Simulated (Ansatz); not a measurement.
Functionals compared on the (100) surface of fcc Ni, ferromagnetic in its 1x1 cell, outermost plane spacing 1.76 Å in the ideal cut, in Ansatz (plane waves, PAW). The structure was relaxed with PBE; the other rows are single points on it, each with its references at the same level. Cutoff 420 eV.

Set-up: 7 atoms, 10.6 Å thick at the start; mesh 15x15x1; 0.1 eV smearing; dipole correction on; all atoms relaxed; held to the start's symmetry, so lower structures may exist; spin-polarised, no spin-orbit, no U. These notes are the PBE run's.

```tsv
functional	surface energy (J/m²)	work function of the top face (eV)	magnetic moment of the cell (μB)	rough cost of the single point
PBE	2.26	4.91	4.64	–
LDA	2.85	5.26	4.48	very roughly 6 core-minutes
PBEsol	2.65	5.02	4.65	around 3 core-minutes (rough)
RPBE	2.01	4.73	4.68	around 3.0 core-minutes (rough)
```

Ansatz is a program for electronic structure.
